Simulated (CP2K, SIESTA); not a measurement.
A CP2K input for a self-consistent single point of BaMg6W (P4/mmm, 8 atoms in the cell) (DFT LDA (Pade form), GPW, DZVP-MOLOPT-SR-GTH basis, GTH-PADE potentials (GTH_POTENTIALS)):

```
&GLOBAL
  PROJECT bamg6w
  RUN_TYPE ENERGY_FORCE
  PRINT_LEVEL MEDIUM
&END GLOBAL
&FORCE_EVAL
  METHOD Quickstep
  STRESS_TENSOR ANALYTICAL
  &DFT
    BASIS_SET_FILE_NAME BASIS_MOLOPT
    POTENTIAL_FILE_NAME GTH_POTENTIALS
    &QS
      METHOD GPW
      EPS_DEFAULT 1E-10
    &END QS
    &MGRID
      CUTOFF 1000
      REL_CUTOFF 50
      NGRIDS 5
    &END MGRID
    &SCF
      SCF_GUESS ATOMIC
      EPS_SCF 1E-6
      MAX_SCF 100
      ADDED_MOS 14
      &DIAGONALIZATION
        ALGORITHM STANDARD
      &END DIAGONALIZATION
      &MIXING
        METHOD BROYDEN_MIXING
        ALPHA 0.2
        NBUFFER 8
        BETA 1.5
      &END MIXING
      &SMEAR ON
        METHOD FERMI_DIRAC
        ELECTRONIC_TEMPERATURE [K] 1160.45
      &END SMEAR
    &END SCF
    &KPOINTS
      SCHEME MONKHORST-PACK 3 3 5
    &END KPOINTS
    &XC
      &XC_FUNCTIONAL PADE
      &END XC_FUNCTIONAL
    &END XC
    &PRINT
      &MO
        EIGENVALUES T
        OCCUPATION_NUMBERS T
        NDIGITS 8
        FILENAME mo
        &EACH
          QS_SCF 0
        &END EACH
        ADD_LAST NUMERIC
      &END MO
      &MULLIKEN ON
      &END MULLIKEN
    &END PRINT
  &END DFT
  &SUBSYS
    &CELL
      A 6.52964300 0.00000000 0.00000000
      B 0.00000000 6.52964300 0.00000000
      C 0.00000000 0.00000000 4.26535300
      PERIODIC XYZ
    &END CELL
    &COORD
      Ba       0.00000000     0.00000000     2.13267650
      Mg       0.00000000     3.26482150     2.13267650
      Mg       3.26482150     0.00000000     2.13267650
      Mg       4.64505744     1.88458556     0.00000000
      Mg       1.88458556     4.64505744     0.00000000
      Mg       4.64505744     4.64505744     0.00000000
      Mg       1.88458556     1.88458556     0.00000000
      W        3.26482150     3.26482150     2.13267650
    &END COORD
    &KIND Ba
      BASIS_SET DZVP-MOLOPT-SR-GTH-q10
      POTENTIAL GTH-PADE-q10
    &END KIND
    &KIND Mg
      BASIS_SET DZVP-MOLOPT-SR-GTH-q10
      POTENTIAL GTH-PADE-q10
    &END KIND
    &KIND W
      BASIS_SET DZVP-MOLOPT-SR-GTH-q14
      POTENTIAL GTH-PADE-q14
    &END KIND
  &END SUBSYS
  &PRINT
    &FORCES ON
    &END FORCES
    &STRESS_TENSOR ON
    &END STRESS_TENSOR
  &END PRINT
&END FORCE_EVAL
```

Question: Give the SIESTA input for the same structure, mesh, smearing and functional.

Answer: One input that does it (others would too):

```
# files in the folder: Ba.psml Mg.psml W.psml (PseudoDojo LDA standard)
SystemName  BaMg6W
SystemLabel siesta

NumberOfAtoms                8
NumberOfSpecies              3
%block ChemicalSpeciesLabel
  1 56 Ba
  2 12 Mg
  3 74 W
%endblock ChemicalSpeciesLabel
LatticeConstant              1.0 Bohr
%block LatticeVectors
    12.339236962    0.000000000    0.000000000
     0.000000000   12.339236962    0.000000000
     0.000000000    0.000000000    8.060348995
%endblock LatticeVectors
AtomicCoordinatesFormat      Ang
%block AtomicCoordinatesAndAtomicSpecies
     0.000000000    0.000000000    2.132676500  1
     0.000000000    3.264821500    2.132676500  2
     3.264821500    0.000000000    2.132676500  2
     4.645057437    1.884585563    0.000000000  2
     1.884585563    4.645057437    0.000000000  2
     4.645057437    4.645057437    0.000000000  2
     1.884585563    1.884585563    0.000000000  2
     3.264821500    3.264821500    2.132676500  3
%endblock AtomicCoordinatesAndAtomicSpecies

XC.functional                LDA
XC.authors                   PW92
PAO.BasisSize                TZP
PAO.EnergyShift              0.005 Ry
MeshCutoff                   400 Ry
%block kgrid.MonkhorstPack
    3   0   0  0.0
    0   3   0  0.0
    0   0   5  0.0
%endblock kgrid.MonkhorstPack
OccupationFunction           FD
ElectronicTemperature        0.1 eV

MaxSCFIterations             150
SCF.Mixer.Method             Pulay
SCF.Mixer.Weight             0.1
SCF.Mixer.History            8
SCF.DM.Tolerance             1.0E-05
Diag.ParallelOverK           true
WriteForces                  true
Charge.Mulliken              end
```

Basis, cutoffs, solver keys and any potentials are the target program's own. This input uses DFT, LDA PW92, numerical atomic orbitals TZP, PseudoDojo LDA standard norm-conserving potentials (rewritten from UPF to PSML). LDA parametrisations can differ slightly between programs.

The starting cell comes from a database of computed structures (which also holds hypothetical and non-ambient phases and stackings), without a prior relaxation at this level. Its lattice was rescaled by a random factor within 2.5 % of one. For this run, on top of that: lattice scaled by 0.98.
